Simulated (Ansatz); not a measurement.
The parent structure is SrCl2 in the fluorite structure (space group Fm-3m, No. 225; a = 6.9078 Å).

Method: plane-wave PAW DFT at the PBEsol level (Ansatz, a quantum-chemistry and plane-wave program, 420 eV), no spin-orbit coupling.

Strains are applied to the cell and any free atomic positions relax.

One change was made to it. Results:

```json
[
 {"quantity": "electron mass", "base": "0.37 mₑ (at Γ)", "after": "0.38 mₑ (at Γ)"},
 {"quantity": "energy relative to the base (free energy F)", "base": "0 meV/atom", "after": "+0.8 meV/atom"}
]
```

### Question
Name the change that was made.
A. isotropic strain −2.00 %
B. isotropic strain +2.50 %
C. isotropic strain +1.00 %
D. isotropic strain +2.00 %
E. isotropic strain −0.50 %

### Answer
E, isotropic strain −0.50 %. For comparison, the energy relative to the base in the other runs: isotropic strain +2.50 % gives +17 meV/atom; isotropic strain −2.00 % gives +13 meV/atom; isotropic strain +1.00 % gives +2.8 meV/atom; isotropic strain +2.00 % gives +11 meV/atom.

The levels and masses belong to the bands next to the band gap. Effective masses come from finite differences of ±0.01 Å⁻¹. No phonon test of stability was made.
